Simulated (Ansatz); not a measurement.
# Amorphous Ni₂₄Si₂₄

The cell was made by melting and quenching with the CHGNet potential and then relaxed with DFT. The hot cell started wider than the set density and was brought back towards it in steps. It is the lowest in DFT energy of 2 quenches. It is a model cell: composition and starting density were chosen by hand, and all elements were melted together. No dispersion term was used.

The numbers are results of PBE, scalar-relativistic without spin-orbit coupling (plane waves to 420 eV, PAW; Ansatz, a quantum-chemistry and plane-wave program), not measurements. Geometry, pressure, stress and energy are those of the PBE run. Its sampling: a 2×2×2 Γ-centred mesh; Fermi-Dirac width 0.1 eV; no spin polarisation.

| Item | Value |
|---|---|
| Number of atoms in the cell | 48 |
| Density (volume relaxed, without dispersion) | 5.79 g/cm³ |
| Volume per atom | 12.45 Å³ |
| Pressure on a 2×2×2 Γ-centred mesh | 0.26 GPa |
| Largest force and stress component on that mesh (the relaxation ran on one k-point at (1/4, 1/4, 1/4)) | 0.25 eV/Å and 0.9 GPa |
| Energy relative to MnP-type NiSi (lowest mix at this level among the phases computed, not always the ambient ones) | 0.186 eV/atom |
| Gap on a 2×2×2 Γ-centred mesh (PBE) | within the smearing (under twice its width) |

Neighbours within Ni-Ni 3.06 Å, Ni-Si 2.76 Å, Si-Si 2.66 Å count as bonded.

| Property | Result |
|---|---|
| Mean coordination of Ni | 10.67 (4 with 9, 7 with 10, 8 with 11, 3 with 12, 2 with 13) |
| Mean coordination of Si | 6.83 (2 with 5, 9 with 6, 7 with 7, 3 with 8, 3 with 9) |
| Mean Ni-Si bond | 2.386 Å (spread 0.107 Å, 132 counted) |
| Mean Ni-Ni bond | 2.674 Å (spread 0.140 Å, 62 counted) |

Its density started from a set value of 5.61 g/cm³. The quench (nominally 240 K/ps over its main leg) was far faster than any real one, so the model tends to hold more defects than a real film. Values belong to this one cell and scatter from quench to quench. Volume and shape were free in the relaxation. Stress components on the final sampling reach 0.9 GPa. On a 2×2×2 Γ-centred mesh force components of up to 0.25 eV/Å stay, since the relaxation ran on one k-point at (1/4, 1/4, 1/4).
